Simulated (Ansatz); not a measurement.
SiO2: strain along the normal

SiO2 (quartz, P3_221, 13.373 Å³/atom at rest, c along z) under an equal strain ε in the (0001) plane with the normal axis free, as in a coherent film. PBE in Ansatz, a plane-wave DFT program (PAW, default set), 420 eV, 8×8×6 Γ-centred mesh, Fermi-Dirac smearing 0.05 eV; ions are relaxed within the symmetry of each cell.

Here s stands for strain and y for normal strain.

| strain (%) | normal strain (%) |
|---|---|
| -1.50 | 0.33 |
| -0.75 | 0.16 |
| 0.00 | 0.00 |
| 0.75 | -0.13 |
| 1.50 | -0.26 |
| 3.00 | ? |

Problem. Fit y against s with a straight line, and predict the withheld value at s = 3.00.

Solution. Means: s 0, y 0.020. About the means, the sum of products is -1.1025 and the sum of squares of s is 5.6250; the slope is their ratio. Least squares gives y = 0.020 - 0.1960·s. Residuals (row less fit): 0.016, -0.007, -0.020, -0.003, 0.014; standard error 0.017 (degrees of freedom: 3). The slope, -0.20 ± 0.01, is the elastic response of the normal axis, −2C13/C33. At the withheld row, y = 0.020 - 0.1960 × 3.00 = -0.568%. The calculation gives -0.50%, 0.068% above the prediction (8.2 % of the range of y in the table). The row lies outside the fitted rows, so this is an extrapolation. From the scatter of the fitted rows alone, a prediction at this place has a standard error of 0.029%, so the miss is 2.3 times that.

One order more, fitted to all 9 runs of the series, follows each within 0.01, so the miss is the next term of a smooth law. Rows are the converged runs of the series near zero and its far end; series whose fitted rows scatter by over a few per cent of the range, as at a crossing or softening among them, aren't shown in this form. Most that stay on the fit to the last digits aren't either.
